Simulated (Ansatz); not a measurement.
Defect migration in 3C silicon carbide with all lengths changed by -1 %: C vacancy, charge state +2. Level of theory: PBE, PAW (plane waves to 420 eV; Ansatz, a quantum-chemistry and plane-wave program).

64-site cell at the strained lattice (strain from the relaxed PBE one, atoms relaxed), a 2×2×2 k-point mesh shifted by half a step, smearing 0.01 eV, spin-restricted, no finite-size correction. Energies are static. The charge state is imposed; whether it is stable for some Fermi level was not computed. Forms of the defect that were not tried may lie lower.

Barriers: single points on a 3×3×3 k-point mesh shifted by half a step at the bands' geometries.

Relaxed starting cell (atoms counted from 1):

```yaml
crystal:
  lattice:
    - [8.67240, 0.00000, 0.00000]
    - [0.00000, 8.67240, 0.00000]
    - [0.00000, 0.00000, 8.67240]
  atoms:
    - { symbol: Si, position: [0.99968, 0.00036, 0.99945] }
    - { symbol: Si, position: [0.99295, 0.99358, 0.50745] }
    - { symbol: Si, position: [0.99831, 0.50074, 0.00028] }
    - { symbol: Si, position: [0.99968, 0.50157, 0.50067] }
    - { symbol: Si, position: [0.50003, 0.99902, 0.00031] }
    - { symbol: Si, position: [0.50085, 0.00035, 0.50068] }
    - { symbol: Si, position: [0.49977, 0.50048, 0.00053] }
    - { symbol: Si, position: [0.50002, 0.50070, 0.50199] }
    - { symbol: C, position: [0.12459, 0.12529, 0.87573] }
    - { symbol: C, position: [0.12459, 0.62528, 0.37573] }
    - { symbol: C, position: [0.12463, 0.62528, 0.87573] }
    - { symbol: C, position: [0.62456, 0.12529, 0.37573] }
    - { symbol: C, position: [0.62460, 0.12529, 0.87573] }
    - { symbol: C, position: [0.62460, 0.62529, 0.37572] }
    - { symbol: C, position: [0.62459, 0.62529, 0.87573] }
    - { symbol: Si, position: [0.99298, 0.25701, 0.24408] }
    - { symbol: Si, position: [0.99968, 0.25022, 0.75201] }
    - { symbol: Si, position: [0.99968, 0.74899, 0.25080] }
    - { symbol: Si, position: [0.99830, 0.74983, 0.75118] }
    - { symbol: Si, position: [0.50086, 0.25024, 0.25079] }
    - { symbol: Si, position: [0.50002, 0.25157, 0.75113] }
    - { symbol: Si, position: [0.50001, 0.74988, 0.24946] }
    - { symbol: Si, position: [0.49977, 0.75008, 0.75093] }
    - { symbol: C, position: [0.12610, 0.37423, 0.12680] }
    - { symbol: C, position: [0.12311, 0.37415, 0.62459] }
    - { symbol: C, position: [0.12309, 0.87641, 0.12687] }
    - { symbol: C, position: [0.12611, 0.87635, 0.62466] }
    - { symbol: C, position: [0.62458, 0.37514, 0.12588] }
    - { symbol: C, position: [0.62462, 0.37512, 0.62555] }
    - { symbol: C, position: [0.62462, 0.87546, 0.12590] }
    - { symbol: C, position: [0.62457, 0.87543, 0.62558] }
    - { symbol: Si, position: [0.25619, 0.99377, 0.24421] }
    - { symbol: Si, position: [0.24953, 0.00038, 0.75203] }
    - { symbol: Si, position: [0.24953, 0.50158, 0.25081] }
    - { symbol: Si, position: [0.25090, 0.50068, 0.75112] }
    - { symbol: Si, position: [0.74827, 0.00039, 0.25082] }
    - { symbol: Si, position: [0.74916, 0.99896, 0.75117] }
    - { symbol: Si, position: [0.74917, 0.50073, 0.24942] }
    - { symbol: Si, position: [0.74938, 0.50047, 0.75092] }
    - { symbol: C, position: [0.37351, 0.12679, 0.12680] }
    - { symbol: C, position: [0.37351, 0.12379, 0.62465] }
    - { symbol: C, position: [0.37444, 0.62528, 0.12589] }
    - { symbol: C, position: [0.37444, 0.62530, 0.62555] }
    - { symbol: C, position: [0.87570, 0.12379, 0.12687] }
    - { symbol: C, position: [0.87569, 0.12680, 0.62462] }
    - { symbol: C, position: [0.87476, 0.62533, 0.12589] }
    - { symbol: C, position: [0.87475, 0.62525, 0.62558] }
    - { symbol: Si, position: [0.24953, 0.25021, 0.99944] }
    - { symbol: Si, position: [0.25619, 0.25681, 0.50721] }
    - { symbol: Si, position: [0.25090, 0.74989, 0.00034] }
    - { symbol: Si, position: [0.24953, 0.74898, 0.50065] }
    - { symbol: Si, position: [0.74918, 0.25161, 0.00031] }
    - { symbol: Si, position: [0.74826, 0.25020, 0.50064] }
    - { symbol: Si, position: [0.74938, 0.75010, 0.00054] }
    - { symbol: Si, position: [0.74917, 0.74985, 0.50205] }
    - { symbol: C, position: [0.37352, 0.37422, 0.37421] }
    - { symbol: C, position: [0.37443, 0.37512, 0.87574] }
    - { symbol: C, position: [0.37349, 0.87637, 0.37725] }
    - { symbol: C, position: [0.37443, 0.87546, 0.87571] }
    - { symbol: C, position: [0.87568, 0.37419, 0.37727] }
    - { symbol: C, position: [0.87476, 0.37513, 0.87569] }
    - { symbol: C, position: [0.87570, 0.87641, 0.37421] }
    - { symbol: C, position: [0.87476, 0.87544, 0.87577] }
```
Cell charge +2.

End state 1 differs by these moves (Å; atoms that move under 0.08 Å are left out):

```tsv
atom	element	Δx	Δy	Δz
2	Si	0.06	0.05	-0.06
4	Si	-0.06	0.05	-0.05
16	Si	0.06	-0.06	0.05
17	Si	-0.06	-0.06	0.05
25	C	0.00	-2.15	-2.15
32	Si	-0.05	0.05	0.05
35	Si	0.05	0.06	0.05
49	Si	0.00	-0.11	-0.11
```

Question: Estimate the forward and backward barriers to end state 1 that PBE, PAW returns for this input.

Answer: forward 5.29 eV, backward 5.29 eV; at the saddle point atom 25 has neighbours Si at 1.78, 2 Si at 2.16, 2 Si at 2.22 Å. The saddle point's order was not checked, and it lies on a symmetry element of the cell, where a band can be held.
